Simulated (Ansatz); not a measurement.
Take MoSi₂ (space group I4/mmm, No. 139; relaxed with 0.1 eV smearing) as the base.

```
MoSi2
1.0
   -1.58700     1.58700     3.88936
    1.58700    -1.58700     3.88936
    1.58700     1.58700    -3.88936
Si Mo
2 1
Direct
  0.66479   0.66479   0.00000
  0.33521   0.33521   0.00000
  0.00000   0.00000   0.00000
```

Cartesian axes are those of the cell as printed.

Level of theory: DFT with LDA, PAW potentials and a 420 eV plane-wave cutoff in Ansatz (an electronic-structure program), no spin-orbit coupling.

Base values:

* **Shortest interatomic distance**: 2.564 Å

Now apply this change: the cell is stretched by 2.00 % along x with no lateral relaxation, atoms relaxed at fixed cell.

Question: How does this affect the stress?

Answer: The stress (xx, yy, zz, yz, xz, xy; compression positive) comes out as (-8.0, -2.3, -1.9, 0.0, 0.0, 0.0) GPa.

Question: How does this affect the shortest interatomic distance?

Answer: The shortest interatomic distance falls by 0.004 Å, from 2.564 Å to 2.560 Å.

The cells carry an imposed strain or load. No phonon test of stability was made. All final runs are without spin polarisation.
